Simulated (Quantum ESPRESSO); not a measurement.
Input and output of a self-consistent single point for SrBi₃ (Pm-3m, 4 atoms in the cell) (Quantum ESPRESSO).

Level of theory: PBEsol, PseudoDojo standard norm-conserving (PBESOL) pseudopotentials (plane waves; Quantum ESPRESSO 7.5).

The change in words: lattice scaled by 0.98. Reference geometry:
```
SrBi3
1.0
    5.04969     0.00000     0.00000
    0.00000     5.04969     0.00000
    0.00000     0.00000     5.04969
Sr Bi
1 3
Direct
  0.00000   0.00000   0.00000
  0.50000   0.50000   0.00000
  0.00000   0.50000   0.50000
  0.50000   0.00000   0.50000
```

Reference input (self-consistent single point, DFT, PBEsol, plane waves, PseudoDojo standard norm-conserving (PBESOL) pseudopotentials): ecutwfc = 70 Ry; occupations = smearing; smearing = gauss; degauss = 0.0073499 Ry; potentials = {Sr: Sr.upf, Bi: Bi.upf}; K_POINTS = automatic 5 5 5 0 0 0; conv_thr = 1e-09 Ry; mixing_beta = 0.7. This run's input differs from it in these lines:

```diff
@@ -10,3 +10,3 @@
  ibrav = 1
- celldm(1) = 9.5425386732
+ celldm(1) = 9.3516876729
  nat = 4
```

Log, with long lists cut:

```
     Self-consistent Calculation

     iteration #  1     ecut=    70.00 Ry     beta= 0.70

     Threshold (ethr) on eigenvalues was too large:
     Diagonalizing with lowered threshold

     total energy              =    -558.62032902 Ry
     estimated scf accuracy    <       0.02330077 Ry

     iteration #  2     ecut=    70.00 Ry     beta= 0.70

     total energy              =    -558.62721843 Ry
     estimated scf accuracy    <       0.00790823 Ry

     iteration #  3     ecut=    70.00 Ry     beta= 0.70

     total energy              =    -558.62873487 Ry
     estimated scf accuracy    <       0.00011794 Ry

   [... 3 blocks of this kind left out ...]

     iteration #  7     ecut=    70.00 Ry     beta= 0.70

     total energy              =    -558.62877597 Ry
     estimated scf accuracy    <          1.9E-09 Ry

     iteration #  8     ecut=    70.00 Ry     beta= 0.70
     End of self-consistent calculation

     the Fermi energy is    11.5656 ev

!    total energy              =    -558.62877597 Ry
     estimated scf accuracy    <          1.3E-10 Ry
     smearing contrib. (-TS)   =      -0.00096978 Ry
     internal energy E=F+TS    =    -558.62780619 Ry

     convergence has been achieved in   8 iterations

     Forces acting on atoms (cartesian axes, Ry/au):

     atom    1 type  1   force =     0.00000000    0.00000000    0.00000000
   [... zero for the other atoms too ...]

     Total force =     0.000000     Total SCF correction =     0.000000

          total   stress  (Ry/bohr**3)                   (kbar)     P=        9.71
   0.00006604   0.00000000   0.00000000            9.71        0.00        0.00
   0.00000000   0.00006604   0.00000000            0.00        9.71        0.00
   0.00000000   0.00000000   0.00006604            0.00        0.00        9.71

   JOB DONE.
```

The run converged in 8 iterations. Against the reference run the free energy falls by 5.8 meV/atom and the pressure goes from -1.81 to 0.97 GPa.

The starting cell comes from a database of computed structures (which also holds hypothetical and non-ambient phases and stackings), without a prior relaxation at this level. Its lattice was rescaled by a random factor within 2.5 % of one. For this run, on top of that: lattice scaled by 0.98.

Cost on one core of a shared machine: roughly 60 s.
